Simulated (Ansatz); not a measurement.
BN under load (space group P6_3mc), Ansatz (a first-principles code) with r2SCAN, rigid bands. Condition of this run: biaxial stress in the c plane of -36 GPa (compression positive) (the target of the relaxation). Band gap 5.99 eV, N_c = 1.46e19 cm⁻³ and N_v = 5.21e19 cm⁻³ at 300 K, conductivity masses along x (a = (2.64, 0.00, 0.00) Å; b = (-1.32, 2.29, 0.00) Å; c = (0.00, 0.00, 4.18) Å) of 0.539 mₑ (electrons) and 0.962 mₑ (holes). Take k_BT = 0.02585 eV.

Task: A film of it is 8 nm thick, with its normal along the direction named. Estimate the confinement energies in an infinite well.

Result: ħ²π²/(2m t²) = 0.376 eV·nm²/(m/mₑ × t²) gives 10.9 meV for electrons and 6.11 meV for holes, so the gap would widen to about 6.01 eV. Finite barriers and nonparabolic bands lower this, and with several valleys or bands the heaviest mass along the normal sets the lowest level, not this average.

Task: Find the intrinsic carrier density and the intrinsic Fermi level.

Result: n_i = √(N_c N_v) exp(−E_g/2k_BT) = 2.76e19 × exp(−115.85) = 1.3e-31 cm⁻³. The level lies (k_BT/2) ln(N_v/N_c) = 16 meV from mid-gap (positive towards the conduction band). Each 0.1 eV added to the gap lowers n_i by a factor of 6.9.

Task: What thermal injection velocity √(2k_BT/πm) limits a ballistic channel along the direction named?

Result: 7.33e6 cm/s for electrons and 5.49e6 cm/s for holes, a ratio of √(m_h/m_e) = 1.34, for dilute carriers.

Rigid bands with the computed gap; masses take one relaxation time for all states. Spin-orbit coupling is left out. Geometry: cell and atoms relaxed with PBEsol.
